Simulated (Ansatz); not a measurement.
The cell is built on a prototype and need not be the phase stable at ambient conditions.

By PBEsol, the system below comes out a metal.

The ballistic (Sharvin) conductance counts the channels at the Fermi level: G/A = (e²/h) × channels of both spins per area.

Given:

```
Ta2C
1.0
    3.49712     0.00000     0.00000
    0.00000     3.49712     0.00000
    0.00000     0.00000     6.46506
Ta C
4 2
Cartesian
  0.00000   0.00000   0.00000
  1.74856   1.74856   0.00000
  1.74856   0.00000   2.37643
  0.00000   1.74856   4.08863
  1.74856   0.00000   4.68967
  0.00000   1.74856   1.77539
```

Space group of this cell: P4/nmm. The cell was relaxed by PBE-D3(BJ); by PBEsol its mean pressure is -1.4 GPa.

The current flows along the normal of the first two printed cell vectors. No spin-orbit coupling; the value is a mean over 0.1 eV about the Fermi level.

Question: Compute, with PBEsol in Ansatz (a first-principles code), the ballistic conductance per area.

Answer: 0.52 × 10¹⁵ S/m² for both spins.
